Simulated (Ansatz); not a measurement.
**SnS: response to strain**

Consider SnS in the GeS type structure (space group Pnma, No. 62; a = 11.1555 Å, b = 3.9999 Å, c = 4.2608 Å). Axes: x, y, z lie along a, b, c of the conventional cell.

Strains are applied to the cell and any free atomic positions relax; under biaxial strain the out-of-plane vector relaxes too.

Level of theory: Kohn–Sham DFT with the PBE-D3(BJ) functional, run in Ansatz (a program for electronic structure) with PAW and 420 eV plane waves, no spin-orbit coupling, earlier PAW set.

```json
[
 {"biaxial strain, plane normal [001], relaxed out of plane (%)": "-2.2", "out-of-plane strain (%)": "3.32"},
 {"biaxial strain, plane normal [001], relaxed out of plane (%)": "-0.58", "out-of-plane strain (%)": "?"},
 {"biaxial strain, plane normal [001], relaxed out of plane (%)": "-0.42", "out-of-plane strain (%)": "0.58"},
 {"biaxial strain, plane normal [001], relaxed out of plane (%)": "-0.26", "out-of-plane strain (%)": "0.36"},
 {"biaxial strain, plane normal [001], relaxed out of plane (%)": "0", "out-of-plane strain (%)": "0.00"}
]
```

Fit ε⊥ = −νε + γε² (strains in %) to the rows shown and predict the withheld row.

Least squares on the printed values gives ν = 1.36 (the biaxial Poisson response) and γ = 0.070 (largest residual 0.00 %); this predicts 0.81 %, and the run gives 0.81 %, in agreement.

No phonon test of stability was made.
